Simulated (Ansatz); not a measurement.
## NaVSe2: response to strain

The reference is NaVSe2 (space group R-3m, No. 166; a = 3.704 Å, c = 20.465 Å (hexagonal axes); ferromagnetic; a model cell, its experimental status unchecked; relaxed with 0.1 eV smearing). Axes: x lies along a and z along c of the hexagonal cell.

Strains are applied to the cell and any free atomic positions relax; under biaxial strain the out-of-plane vector relaxes too.

Method: PBEsol (Ansatz, a first-principles code; PAW; 420 eV plane waves; spin-orbit coupling left out).

Notes on the quantities. energy relative to the base: free energy F.

```json
[
 {"biaxial strain, plane normal [001], relaxed out of plane (%)": "-3.75", "energy relative to the base (meV/atom)": "18.5"},
 {"biaxial strain, plane normal [001], relaxed out of plane (%)": "-2.11", "energy relative to the base (meV/atom)": "?"},
 {"biaxial strain, plane normal [001], relaxed out of plane (%)": "-0.8", "energy relative to the base (meV/atom)": "0.8"},
 {"biaxial strain, plane normal [001], relaxed out of plane (%)": "-0.72", "energy relative to the base (meV/atom)": "0.7"},
 {"biaxial strain, plane normal [001], relaxed out of plane (%)": "0", "energy relative to the base (meV/atom)": "0.0"}
]
```

Fit ΔE = Aε² + Bε³ (ε in %) to the rows shown and predict the withheld row.

Least squares on the printed values gives A = 1.28 and B = -0.0084 meV/atom (largest residual 0.0 meV/atom); this predicts 5.8 meV/atom, and the run gives 5.8 meV/atom, in agreement.

The magnetic state is the one reached from the starting moments; the real material's order can differ, and small cells can't hold many antiferromagnetic ones. Stability against distortions was not tested.
